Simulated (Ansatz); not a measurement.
Cu3N, pressure series

Consider Cu₃N (space group Pm-3m, No. 221; a = 3.8269 Å).

Cell and atoms are relaxed at each pressure.

Level of theory: Kohn–Sham DFT with the PBE functional, run in Ansatz (an electronic-structure program) with PAW and 420 eV plane waves, no spin-orbit coupling.

Notes on the quantities. enthalpy: H = E + PV relative to the base's energy.

| change | lattice parameter a | enthalpy |
|---|---|---|
| base | 3.827 Å | – |
| pressure −2 GPa | 3.850 Å | -0.18 eV/atom |
| pressure −1 GPa | 3.838 Å | -0.09 eV/atom |
| pressure 0.3 GPa | [?] | +0.03 eV/atom |
| pressure 0.7 GPa | [?] | +0.06 eV/atom |
| pressure 7.5 GPa | 3.756 Å | +0.64 eV/atom |
| pressure 10 GPa | 3.736 Å | +0.84 eV/atom |

Question: What belongs in the blanks?

Answer: 
- pressure 0.3 GPa, lattice parameter a: 3.824 Å
- pressure 0.7 GPa, lattice parameter a: 3.819 Å

The mesh was chosen for an insulator and is coarse for the gapless case. Load acts through the strain it causes; cell and atoms are relaxed under it. No phonon test of stability was made. Competing high-pressure phases were not computed. The final runs are not spin-polarised.
